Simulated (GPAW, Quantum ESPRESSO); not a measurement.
A Quantum ESPRESSO input for a self-consistent single point of ScF₃ (R-3c, 8 atoms in the cell) (DFT, PBEsol, plane waves, PseudoDojo standard norm-conserving (PBESOL) pseudopotentials):

```fortran
&CONTROL
    calculation = 'scf'
    prefix = 'run'
    outdir = './work'
    pseudo_dir = './'
    tprnfor = .true.
    tstress = .true.
/
&SYSTEM
    ibrav = 0
    nat = 8
    ntyp = 2
    ecutwfc = 85
    occupations = 'fixed'
    nbnd = 36
/
&ELECTRONS
    conv_thr = 1.0e-11
    mixing_beta = 0.3
/
ATOMIC_SPECIES
Sc    44.9559  Sc.upf
F     18.9984  F.upf
CELL_PARAMETERS {angstrom}
   2.794381827     1.613337100     4.560290000
  -2.794381827     1.613337100     4.560290000
   0.000000000    -3.226674200     4.560290000
ATOMIC_POSITIONS {crystal}
Sc    0.500000000    0.500000000    0.500000000
Sc    0.000000000    0.000000000    0.000000000
F     0.726580000    0.250000000    0.773420000
F     0.273420000    0.750000000    0.226580000
F     0.773420000    0.726580000    0.250000000
F     0.226580000    0.273420000    0.750000000
F     0.250000000    0.773420000    0.726580000
F     0.750000000    0.226580000    0.273420000
K_POINTS {automatic}
5 5 5  0 0 0
```

### Question
Write the same calculation as an input for GPAW.

### Answer
One input that does it (others would too):

```python
from ase import Atoms
from ase.units import GPa
from gpaw import GPAW, PW

atoms = Atoms(['Sc', 'Sc', 'F', 'F', 'F', 'F', 'F', 'F'],
              cell=[[2.794382, 1.613337, 4.560290],
                    [-2.794382, 1.613337, 4.560290],
                    [0.000000, -3.226674, 4.560290]],
              positions=[[0.000000, 0.000000, 6.840435],
                         [0.000000, 0.000000, 0.000000],
                         [1.331747, -0.920022, 7.980508],
                         [-1.331747, 0.920022, 5.700363],
                         [0.130889, 1.613337, 7.980507],
                         [-0.130889, -1.613337, 5.700363],
                         [-1.462635, -0.693315, 7.980508],
                         [1.462635, 0.693315, 5.700362]],
              pbc=True)

calc = GPAW(mode=PW(950),
            xc='PBEsol',
            kpts=(5, 5, 5),
            occupations={'name': 'fixed-uniform'},
            nbands=-8,
            convergence={'bands': -6},
            symmetry={'symmorphic': False, 'tolerance': 0.0005},
            maxiter=100)

atoms.calc = calc

energy = atoms.get_potential_energy()
print('Energy (eV):', round(energy, 6))
forces = atoms.get_forces()
print('Forces (eV/Ang):')
print(forces.round(5))
stress = atoms.get_stress()
print('Stress (GPa, Voigt):', (stress / GPa).round(4))
```

Basis settings and potentials, where a program has them, do not carry over. This input uses DFT PBEsol, plane waves, GPAW PAW datasets PBEsol (made by gpaw-setup).

The starting cell comes from a database of computed structures (which also holds hypothetical and non-ambient phases and stackings), without a prior relaxation at this level. For this run, on top of that: lattice scaled by 0.98.
